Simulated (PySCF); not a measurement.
PySCF 2.14.0, unrestricted PBE/def2-svp, df: Cu(Cl)(SH)(OH2)2 ([OH2]->[Cu](<-[OH2])([SH])[Cl]), charge 0, multiplicity 2, 10 atoms. The geometry is a generated start, not checked to be a minimum at this level.

```
Quantity                       Value
-------------------  ---------------
task                          energy
method                           pbe
basis                       def2-svp
two-electron scheme  density fitting
mol.max_memory               3000 MB
mf.max_cycle                     100
mf.init_guess        minao (default)
mf.DIIS              CDIIS (default)
mf.diis_space            8 (default)
mf.conv_tol          1e-09 (default)
mf.grids.level           3 (default)
basis functions                  120
grid points                   135608
```

```xyz
10

Cu     0.5242    -0.2616     0.3174
Cl     1.4360     1.3763    -0.8647
S      1.2887    -2.1912     0.8854
H      1.9980    -1.8204     1.9402
O     -1.0356    -0.3173    -1.3230
H     -0.9656    -1.1395    -1.8192
H     -0.6050     0.3748    -1.8524
O     -0.7369     1.1033     1.1837
H     -1.5706     0.9690     0.7176
H     -0.3332     1.9066     0.8152
```

Charge 0 and multiplicity 2 are set for this test and not shown to be the ground state.

One run each on 2 threads, 1 BLAS thread. Values of level_shift (Hartree) tried: 0 (default), 0.1, 0.3, 1.

### Question
How does the count of Fock builds change with level_shift (Hartree), and where is it least?

### Answer
Fewest Fock builds: 0 (default) with 18. The count rises to 56 at 0.3. The run ends without SCF convergence in 100 cycles at 1.

| level_shift (Hartree) | Fock builds | end |
|---|---|---|
| 0 (default) | 18 | same solution |
| 0.1 | 26 | same solution |
| 0.3 | 56 | same solution |
| 1 | 101 | no convergence |
